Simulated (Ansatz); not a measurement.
Impurities on the Ir site of fcc Ir. The bounds on chemical potentials count only the phases computed here; "not settled" covers levels within 0.1 eV of a band edge and carriers that are partly localised.

All values below come from PBE, PAW (plane waves to 420 eV; Ansatz, a first-principles code). Cell and caveats: 32-site cell; 6×6×6 shifted k-points; no spin–orbit coupling; finite-size errors of tenths of an eV; the relaxation kept the symmetry of the starting site.

```json
[
 {"impurity": "B", "neighbours in the neutral state (Å)": "Ir 2.72, Ir 2.72, Ir 2.72, Ir 2.72, Ir 2.72, Ir 2.72, Ir 2.72, Ir 2.72 (the shell may go on)", "moment (μB)": "not spin-polarised", "E_f of the neutral state (eV; limit and bounding phases)": "2.74 (elements)"},
 {"impurity": "Rh", "neighbours in the neutral state (Å)": "Ir 2.74, Ir 2.74, Ir 2.74, Ir 2.74, Ir 2.74, Ir 2.74, Ir 2.74, Ir 2.74 (the shell may go on)", "moment (μB)": "not spin-polarised", "E_f of the neutral state (eV; limit and bounding phases)": "-0.10 (elements)"},
 {"impurity": "S", "neighbours in the neutral state (Å)": "Ir 2.76, Ir 2.76, Ir 2.76, Ir 2.76, Ir 2.76, Ir 2.76, Ir 2.76, Ir 2.76 (the shell may go on)", "moment (μB)": "not spin-polarised", "E_f of the neutral state (eV; limit and bounding phases)": "3.42 (Ir2S3 (Pbcn))"},
 {"impurity": "Pt", "neighbours in the neutral state (Å)": "Ir 2.76, Ir 2.76, Ir 2.76, Ir 2.76, Ir 2.76, Ir 2.76, Ir 2.76, Ir 2.76 (the shell may go on)", "moment (μB)": "not spin-polarised", "E_f of the neutral state (eV; limit and bounding phases)": "0.20 (elements)"},
 {"impurity": "Cl", "neighbours in the neutral state (Å)": "Ir 2.79, Ir 2.79, Ir 2.79, Ir 2.79, Ir 2.79, Ir 2.79, Ir 2.79, Ir 2.79 (the shell may go on)", "moment (μB)": "not spin-polarised", "E_f of the neutral state (eV; limit and bounding phases)": "4.37 (elements)"}
]
```
